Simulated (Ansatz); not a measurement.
## How far PBE and PBEsol part for Sn

The reference is Sn in the diamond structure (space group Fd-3m, No. 227; a = 6.655 Å).

(Cell as relaxed with PBE.)

Levels (all Ansatz, a program for electronic structure, PAW): PBE (420 eV, no spin-orbit coupling); PBEsol (420 eV, no SOC).

Each level relaxes its own structure.

```json
[
 {"quantity": "volume per atom", "PBE": "36.85 Å³", "PBEsol": "[?]"},
 {"quantity": "lattice parameter a", "PBE": "6.655 Å", "PBEsol": "[?]"},
 {"quantity": "band gap", "PBE": "zero", "PBEsol": "[?]"}
]
```

### Question
Predict the PBEsol column.

### Answer

- volume per atom, PBEsol: 34.97 Å³
- lattice parameter a, PBEsol: 6.540 Å
- band gap, PBEsol: zero

PBE's volume per atom lies 1.88 Å³ above PBEsol's (5.4 %); PBE's lattice parameter a lies 0.115 Å above PBEsol's (1.8 %); the two agree on the band gap. Neither level is exact; PBEsol is the comparison here, not a measurement.

Whether these cells are dynamically stable was not tested.
